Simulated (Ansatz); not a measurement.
The parent structure is SnO$_{2}$ in the rutile structure (space group P4_2/mnm, No. 136).

```yaml
crystal:
  lattice:
    - [4.76854, 0.00000, 0.00000]
    - [0.00000, 4.76854, 0.00000]
    - [0.00000, 0.00000, 3.21140]
  atoms:
    - { symbol: Sn, position: [0.00000, 0.00000, 0.00000] }
    - { symbol: Sn, position: [0.50000, 0.50000, 0.50000] }
    - { symbol: O, position: [0.30630, 0.30630, 0.00000] }
    - { symbol: O, position: [0.80630, 0.19370, 0.50000] }
    - { symbol: O, position: [0.19370, 0.80630, 0.50000] }
    - { symbol: O, position: [0.69370, 0.69370, 0.00000] }
```

Cartesian axes are those of the cell as printed.

The values are results of PBEsol/PAW in Ansatz (a program for electronic structure), no SOC, earlier PAW set, not measurements.

Before the change:

The electron mass comes out as 0.17 mₑ along c, 0.19 mₑ across (at Γ) and the band gap is 0.92 eV.

It is then changed as follows: the cell is compressed by 0.67 % along z with no lateral relaxation; the atoms relax in the strained cell.

How does this affect the electron mass?

The electron mass goes from 0.17 mₑ along c, 0.19 mₑ across (at Γ) to 0.17 mₑ along z, 0.19 mₑ across (at Γ).

What does the calculation give for the band gap after the change?

The band gap grows by 0.092 eV (0.92 eV → 1.02 eV).

Predict the new energy relative to the base.

The energy rises by 0.7 meV/atom.

How does this affect the stress?

The stress (xx, yy, zz, yz, xz, xy; compression positive) comes out as (0.98, 0.98, 2.76, 0.00, 0.00, 0.00) GPa.

Effective masses come from finite differences of ±0.01 Å⁻¹. Whether these cells are dynamically stable was not tested.
